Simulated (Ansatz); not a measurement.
Base system: ZnO in the wurtzite structure (space group P6_3mc, No. 186; a = 3.2298 Å, c = 5.2148 Å). Axes: x lies along a and z along c of the hexagonal cell.

Computed with PBEsol/PAW in Ansatz (a quantum-chemistry and plane-wave program), no SOC.

For the base:

Band gap: 0.70 eV
Pressure: 0.01 GPa

The change: uniaxial strain ε_yy = +2.12 %, all other strain components held at zero, atoms relaxed at fixed cell.

Problem. Predict the new band gap, pressure and energy relative to the base.

Solution. The band gap falls by 0.04 eV, from 0.70 eV to 0.66 eV; the pressure (mean of the normal stresses, compression positive) decreases by 2.95 GPa, from 0.01 GPa to -2.94 GPa; the energy grows by 3.3 meV/atom.

Whether these cells are dynamically stable was not tested.
